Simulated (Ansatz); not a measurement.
Given:

```yaml
crystal:
  lattice:
    - [0.00000, 2.71923, 2.71923]
    - [2.71923, 0.00000, 2.71923]
    - [2.71923, 2.71923, 0.00000]
  atoms:
    - { symbol: P, position: [0.75000, 0.75000, 0.75000] }
    - { symbol: Ga, position: [0.00000, 0.00000, 0.00000] }
```

A single point on GaP, its geometry relaxed with PBEsol.

The values are results of HSE06/PAW in Ansatz (a first-principles code), spin-orbit coupling included, not measurements. Settings: 8×8×8 k-points, 0.01 eV Fermi–Dirac smearing.

What is the computed band gap?

2.21 eV.

Predict the valence-band top at Γ (three highest Kramers pairs, from the VBM).

0.00, 0.00, -0.10 eV.

Single points use the geometry relaxed with PBEsol. HSE06 gaps are upper bounds (no full band path). Stability against distortions was not tested. The cell is GaP in the zinc blende structure (space group F-43m, No. 216).
